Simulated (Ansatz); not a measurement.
Take Sn in the diamond structure (space group Fd-3m, No. 227) as the base.

```
Sn
1.0
    0.00000     3.28439     3.28439
    3.28439     0.00000     3.28439
    3.28439     3.28439     0.00000
Sn
2
Cartesian
  3.28439   3.28439   3.28439
  4.92659   4.92659   4.92659
```

Cartesian axes are those of the cell as printed.

Computed with r2SCAN (Ansatz, a first-principles code, PAW, spin-orbit coupling left out), earlier PAW set.

For the base:

- Band gap = zero
- Pressure = 0.0 GPa
- Volume per atom = 35.43 Å³

One thing is altered: biaxial strain +0.98 %, plane normal [111], relaxed out of plane (Cartesian); in-plane vectors clamped, the third vector and the atoms free.

Question: What does the calculation give for the band gap, pressure and volume per atom after the change?

Answer: The band gap remains zero; the pressure (mean of the normal stresses, compression positive) goes from zero to -0.6 GPa; the volume per atom goes up by 0.50 Å³ to 35.93 Å³.

Stability against distortions was not tested.
